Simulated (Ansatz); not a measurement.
The parent structure is Mg$_{3}$Sb$_{2}$ (space group P-3m1, No. 164; a = 4.5669 Å, c = 7.2470 Å).

The other end (x = 1) is Mg3Sn2 (space group P-3m1, No. 164; a hypothetical phase, not in the database extracts checked): 25.93 Å³/atom, gap zero; this end may not be an ambient phase.

All numbers come from Ansatz (an electronic-structure program) r2SCAN, no spin-orbit coupling.

Sn replaces a fraction x of Sb; each row is one arrangement (x, atoms in the cell, starting space group or random), fully relaxed.

One change was made to it. Results:

```json
[
 {"quantity": "band gap", "base": "0.61 eV", "after": "zero"},
 {"quantity": "volume per atom", "base": "26.18 Å³", "after": "25.91 Å³"}
]
```

**Question.** Name the change that was made.
A. x(Sn) = 0.5, 10 atoms, C2/m
B. x(Sn) = 0.5, 10 atoms, P2_1/m
C. x(Sn) = 0.5, 5 atoms, P3m1

**Answer.** A, x(Sn) = 0.5, 10 atoms, C2/m. For comparison, the volume per atom in the other runs: x(Sn) = 0.5, 5 atoms, P3m1 gives 26.29 Å³; x(Sn) = 0.5, 10 atoms, P2_1/m gives 26.26 Å³.

Each cell is one ordered arrangement of few atoms, which overstates ordering effects compared with a random alloy. Spin-orbit coupling, missing from the scalar runs, can matter with Sb. No phonon test of stability was made. The final runs are not spin-polarised. An odd electron count without spin: Mg3SnSb.
